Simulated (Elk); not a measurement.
Elk run on Ba3Bi2 (Pm-3m, 5 atoms in the cell): self-consistent single point.

Method: PBEsol, all-electron FP-LAPW, Elk's shipped species files, default APW+lo basis in Elk 10.2.4.

```xyz
5
Lattice="6.4628 0.0000 0.0000 0.0000 6.4628 0.0000 0.0000 0.0000 6.4628" Properties=species:S:1:pos:R:3 pbc="T T T"
Ba     0.0000     3.2314     3.2314
Ba     3.2314     0.0000     3.2314
Ba     3.2314     3.2314     0.0000
Bi     0.0000     0.0000     0.0000
Bi     3.2314     3.2314     3.2314
```

Reference input (self-consistent single point, DFT, LDA (PW92), all-electron FP-LAPW, Elk's shipped species files, default APW+lo basis): xctype = 3; rgkmax = 7; stype = 3; swidth = 0.00183747 Ha; ngridk = 5 5 5. This run's input differs from it in these lines:

```diff
@@ -4,3 +4,3 @@
 xctype
-  3
+  22
```

Output (repeated stretches shortened):

```
│ Self-consistent loop started │
│ Loop number : 1 │
 total energy                :     -67591.5954729
│ Loop number : 2 │
 total energy                :     -67591.2304619
RMS change in Kohn-Sham potential (target) :   0.1172784175     (  0.1000000000E-05)
Absolute change in total energy (target)   :   0.3650109446     (  0.1000000000E-03)
│ Loop number : 3 │
 total energy                :     -67590.2052429
RMS change in Kohn-Sham potential (target) :   0.1136828483     (  0.1000000000E-05)
Absolute change in total energy (target)   :    1.116471749     (  0.1000000000E-03)
│ Loop number : 4 │
   [... lines left out ...]
Absolute change in total energy (target)   :   0.3886472841E-03 (  0.1000000000E-03)
│ Loop number : 16 │
 total energy                :     -67560.5394654
RMS change in Kohn-Sham potential (target) :   0.6557773433E-07 (  0.1000000000E-05)
Absolute change in total energy (target)   :   0.1241114514E-03 (  0.1000000000E-03)
│ Loop number : 17 │
 total energy                :     -67560.5394640
RMS change in Kohn-Sham potential (target) :   0.1601009157E-07 (  0.1000000000E-05)
Absolute change in total energy (target)   :   0.3245160042E-04 (  0.1000000000E-03)
Convergence targets achieved

│ Loop number : 18 │

Energies :
 Fermi                       :     0.138348376399
 total energy                :     -67560.5394670

Density of states at Fermi energy :    6.192181348
 (states/Hartree/unit cell)

Estimated indirect band gap :   0.1107216068E-01
 from k-point      1 to k-point      2
Estimated direct band gap   :   0.1572326223E-01
 at k-point      1

Charges :
 core                        :    244.0000000
 valence                     :    90.00000000
 interstitial                :    10.25740475
 muffin-tins (core leakage)
  species :    1 (Ba)
   atom    1                 :    53.66408670     (  0.5359575617E-05)
   atom    2                 :    53.66408670     (  0.5359575617E-05)
   atom    3                 :    53.66408670     (  0.5359575617E-05)
  species :    2 (Bi)
   atom    1                 :    81.09582370     (  0.6714793362E-03)
   atom    2                 :    81.65451144     (  0.7099247357E-03)
 total in muffin-tins        :    323.7425953
 total calculated charge     :    333.9930201
 total charge                :    334.0000000
 error                       :   0.6979941390E-02

│ Self-consistent loop stopped │
```

The run converged in 18 iterations. The count includes the last loop, which Elk runs after its targets are met. 

The starting cell comes from a database of computed structures (which also holds hypothetical and non-ambient phases and stackings), without a prior relaxation at this level. Its lattice was rescaled by a random factor within 2.5 % of one. Spin-orbit coupling is off. Values depend on the basis (sphere radii, cutoffs, local orbitals), which need not be converged. The log's line on a gap gives a spacing of levels on this mesh, which the program prints for metals too.
